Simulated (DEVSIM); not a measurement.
# Schottky contact on n-type Ge

System: Schottky contact on n-type Ge, at 300 K.

| layer (left to right) | material | thickness (μm) | Nd (cm⁻³) | τn (s) | τp (s) |
|---|---|---|---|---|---|
| 1 | Ge | 0.200 | 1.5e15 | 0.00052 | 0.00052 |
| 2 | Ge | 8.80 | 9.1e17 | 0.00052 | 0.00052 |

Left contact: Schottky, work function 4.46 eV, emission velocity 4.3e6 cm/s. Right contact: ohmic. Voltage is applied to the left contact. Recombination: SRH at mid-gap. Mobility is constant in doping.

Constants are typed, rounded textbook-type inputs, not results; the design itself was drawn at random and stands for no fabricated device. Values at 300 K.

```tsv
parameter	Ge
gap (eV)	0.664
affinity (eV)	4
permittivity	16
Nc (cm⁻³)	1.04e19
Nv (cm⁻³)	6e18
μn (cm²/Vs)	3900
μp (cm²/Vs)	1900
```

DEVSIM, 1D drift-diffusion, Boltzmann statistics, complete ionisation; no tunnelling, impact ionisation, image-force lowering or self-heating. Metal contacts follow the ideal Schottky-Mott rule: no Fermi-level pinning, no interface dipoles.

```yaml
potential_step_across_the_device_at_zero_bias: 0.397 V
Dark forward voltage at 1 A/cm²: 0.057 V
Dark forward voltage at 100 A/cm²: 0.175 V
```

Dark forward current:

```csv
V (V),J (A/cm²)
0.05,0.74
0.10,5.8
0.15,39
0.20,250
0.25,1400
0.30,5500
```

Small-signal capacitance in reverse bias (quasi-static):

```
V (V)  C (nF/cm²)
-----  ----------
-0.1         74.9
-0.25        72.6
-0.5         70.7
-0.75        69.7
-1           69.0
```
